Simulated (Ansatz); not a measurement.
**A computed series for Ge: pressure series**

Consider Ge (space group I4_1/amd, No. 141; a cell from a computed database, its experimental status unchecked).

```
CELL_PARAMETERS angstrom
     -2.55925     2.55925     1.40050
      2.55925    -2.55925     1.40050
      2.55925     2.55925    -1.40050
ATOMIC_POSITIONS crystal
  Ge 0.00000 0.00000 0.00000
  Ge 0.75000 0.25000 0.50000
```

Cell and atoms are relaxed at each pressure.

Calculations: PBEsol (Ansatz, a program for electronic structure; PAW; 420 eV plane waves; no SOC).

| pressure (GPa) | volume per atom (Å³/atom) |
|---|---|
| -2 | 18.846 |
| -1 | 18.586 |
| 0 | 18.346 |
| 0.3 | 18.277 |
| 0.7 | 18.188 |
| 1.5 | 18.016 |
| 3 | 17.715 |
| 5 | ? |
| 10 | 16.593 |

Question: Fit the third-order Birch–Murnaghan form P(V) = (3B₀/2)[(V₀/V)^(7/3) − (V₀/V)^(5/3)]·[1 + (3/4)(B₀′ − 4)((V₀/V)^(2/3) − 1)] (squares taken in P) to the rows shown and predict the withheld row.

Answer: Least squares on the printed values gives V₀ = 18.346 Å³/atom, B₀ = 79.1 GPa, B₀′ = 4.6; this predicts 17.353 Å³/atom, and the run gives 17.352 Å³/atom, in agreement.

Load acts through the strain it causes; cell and atoms are relaxed under it. Whether these cells are dynamically stable was not tested. No other phases were tried under pressure. The base started in Imma and relaxed to I4_1/amd at this level. This is not the structure that Ge has at room temperature and ambient pressure.
